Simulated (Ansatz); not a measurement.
## A computed series for Ge: response to strain

Base system: Ge in the diamond structure (space group Fd-3m, No. 227).

```
Ge
1.0
    0.00000     2.83808     2.83808
    2.83808     0.00000     2.83808
    2.83808     2.83808     0.00000
Ge
2
Direct
  0.00000   0.00000   0.00000
  0.25000   0.25000   0.25000
```

Strains are applied to the cell and any free atomic positions relax.

All numbers come from PBEsol in Ansatz (plane waves to 420 eV, PAW, no spin-orbit coupling).

| variant | band gap | pressure | volume per atom |
|---|---|---|---|
| base | zero | 0.0 GPa | 22.86 Å³ |
| isotropic strain −3.00 % | 0.35 eV | 7.6 GPa | 20.86 Å³ |
| isotropic strain −2.50 % | 0.33 eV | 6.1 GPa | 21.19 Å³ |
| isotropic strain −1.50 % | … | 3.4 GPa | 21.85 Å³ |
| isotropic strain −1.00 % | … | … | 22.18 Å³ |
| isotropic strain +0.50 % | zero | -1.0 GPa | 23.20 Å³ |
| isotropic strain +1.00 % | zero | … | 23.55 Å³ |
| isotropic strain +1.50 % | zero | -2.7 GPa | 23.90 Å³ |
| isotropic strain +2.00 % | zero | -3.5 GPa | 24.26 Å³ |
| isotropic strain +2.50 % | zero | -4.2 GPa | 24.62 Å³ |

Q: Fill in the withheld entries from the trend.

A: 
- isotropic strain −1.50 %, band gap: 0.23 eV
- isotropic strain −1.00 %, band gap: 0.17 eV
- isotropic strain −1.00 %, pressure: 2.2 GPa
- isotropic strain +1.00 %, pressure: -1.9 GPa

Whether these cells are dynamically stable was not tested. The zero or small gap of Ge can change with the level of theory.

Ansatz is a program for electronic structure.
